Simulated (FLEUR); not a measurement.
FLEUR run on La3TlC (Pm-3m, 5 atoms in the cell): self-consistent single point.

Method: LDA (Perdew-Zunger), all-electron FLAPW (FLEUR), scalar-relativistic valence.

The change in words: lattice scaled by 0.98. Reference geometry:
```
La3TlC
1.0
    5.32515     0.00000     0.00000
    0.00000     5.32515     0.00000
    0.00000     0.00000     5.32515
La Tl C
3 1 1
Cartesian
  2.66257   0.00000   2.66257
  0.00000   2.66257   2.66257
  2.66257   2.66257   0.00000
  0.00000   0.00000   0.00000
  2.66257   2.66257   2.66257
```

Reference input (self-consistent single point, DFT, LDA (Perdew-Zunger), all-electron FLAPW (FLEUR), scalar-relativistic valence): Kmax = 3.8 1/bohr; GmaxXC = 11.4 1/bohr; xcFunctional = pz; jspins = 1; l_soc = F; mode = gauss; fermiSmearingEnergy = 0.00999582 Htr; mesh (inpgen div1-3) = 5 5 5; inpgen gamma flag = false; Gmax = 11.4 1/bohr; numbands = 0; maxIterBroyd = 15. This run's input differs from it in these lines:

```diff
@@ -6,3 +6,3 @@
 0.0000000000 0.0000000000 1.0000000000
-10.0630675136
+9.8618060122
 1.0 1.0 1.0
@@ -47,5 +47,5 @@
          <bravaisMatrix>
-            <row-1>   10.0630675136000001     0.0000000000000000     0.0000000000000000</row-1>
-            <row-2>    0.0000000000000000    10.0630675136000001     0.0000000000000000</row-2>
-            <row-3>    0.0000000000000000     0.0000000000000000    10.0630675136000001</row-3>
+            <row-1>    9.8618060122000006     0.0000000000000000     0.0000000000000000</row-1>
+            <row-2>    0.0000000000000000     9.8618060122000006     0.0000000000000000</row-2>
+            <row-3>    0.0000000000000000     0.0000000000000000     9.8618060122000006</row-3>
          </bravaisMatrix>
```

Output (repeated stretches shortened):

```
 Iteration:     1   Distance:      12.36038581 me/bohr^3
 Iteration:     2   Distance:      10.06469842 me/bohr^3
 Iteration:     3   Distance:       4.61645113 me/bohr^3
 Iteration:     4   Distance:       4.80300521 me/bohr^3
 Iteration:     5   Distance:       1.14107894 me/bohr^3
   [... 13 lines left out ...]
 Iteration:    19   Distance:       0.00006577 me/bohr^3
 Iteration:    20   Distance:       0.00001563 me/bohr^3
 Iteration:    21   Distance:       0.00001349 me/bohr^3
 Iteration:    22   Distance:       0.00000332 me/bohr^3
 Run finished successfully
 Stop message:
   Structural relaxation: Done

[file out, last iteration]
             iter=     23
[...]
          total density-effective poten   -7.9024206729E+04
          total charge density-energy d   -9.6908503115E+02
 Updated energy parameters for spin:           1
[...]
 fermi energy and band-weighting factors:

[...]
FERMIE:
          first approx. to ef    (T=0)  :   0.341188 htr   (energy of the highest occ. eigenvalue)
          number of occ. states  (T=0)  :        252
          first approx. to seigv (T=0)  :  -6.245314 htr
          sum of weights of occ. states :  25.032000
          sum of semicore charge        :   0.000000 e
          fermi energy=   0.33954 har   work function=  -9.23923 ev
          number of valence electrons=  50.00000
     band-weighting factor for spin=    1
   [... lines left out ...]
          total moment                 =     0.00000
 Direct bandgap for spin            1 :    5.2704751689199858E-003  Htr
 ---->    free energy=                    -45789.5852218107 htr
   [... lines left out ...]
 TOTAL FORCE FOR ATOM TYPE=  1  X=  4.931   Y=  0.000   Z=  4.931
                       FX_TOT= 0.000000 FY_TOT= 0.000000 FZ_TOT= 0.000000
 TOTAL FORCE FOR ATOM TYPE=  2  X=  0.000   Y=  0.000   Z=  0.000
                       FX_TOT= 0.000000 FY_TOT= 0.000000 FZ_TOT= 0.000000
 TOTAL FORCE FOR ATOM TYPE=  3  X=  4.931   Y=  4.931   Z=  4.931
                       FX_TOT= 0.000000 FY_TOT= 0.000000 FZ_TOT= 0.000000
 Structural relaxation: Done
```

The run converged in 22 iterations. FLEUR gives forces in its relaxation mode, with a further iteration, so its stop message speaks of a relaxation. Against the reference run the total energy goes down by 54.2 meV/atom.

The starting cell comes from a database of computed structures (which also holds hypothetical and non-ambient phases and stackings), without a prior relaxation at this level. Its lattice was rescaled by a random factor within 2.5 % of one. For this run, on top of that: lattice scaled by 0.98. Spin-orbit coupling is off. Values depend on the basis (sphere radii, cutoffs, local orbitals), which need not be converged. The log's line on a gap gives a spacing of levels on this mesh, which the program prints for metals too.

Cost on one core of a shared machine: roughly 3 min.
